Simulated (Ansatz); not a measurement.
Zinc-blende LaN (model structure) was calculated with PBEsol in Ansatz (PAW).

Run with plane-wave cutoff 500 eV, 12×12×12 k mesh, Fermi–Dirac smearing 0.05 eV, scalar-relativistic PAW data made under PBE.

Cell (relaxed at this level):

```cif
data_La4N4
_chemical_formula_sum 'La4 N4'
_space_group_name_H-M_alt 'F-43m'
_space_group_IT_number 216
_space_group_name_Hall 'F -4 2 3'
_cell_length_a 5.54629
_cell_length_b 5.54629
_cell_length_c 5.54629
_cell_angle_alpha 90.000
_cell_angle_beta 90.000
_cell_angle_gamma 90.000
loop_
_atom_site_label
_atom_site_type_symbol
_atom_site_symmetry_multiplicity
_atom_site_Wyckoff_symbol
_atom_site_fract_x
_atom_site_fract_y
_atom_site_fract_z
_atom_site_occupancy
La1 La 4 a 0.00000 0.00000 0.00000 1
N1 N 4 d 0.75000 0.75000 0.75000 1
```
(The calculation used a cell of 2 atoms; values per cell refer to that cell.)

Task: Estimate the band gap that the calculation returns.

Result: 
band gap: 1.07 eV (on the SCF k mesh)

Note: the relaxation could raise the start's symmetry but not lower it, so the cell can be a saddle point.

Spin–orbit coupling is not included.

The computed numbers hold no vibrational or temperature effects.

The result took roughly 23 core-seconds.

A model structure was made by putting elements into a prototype or built by hand; it is no filed structure, need not be a known phase, and can be a saddle point held by its symmetry.

Ansatz is a quantum-chemistry and plane-wave program.
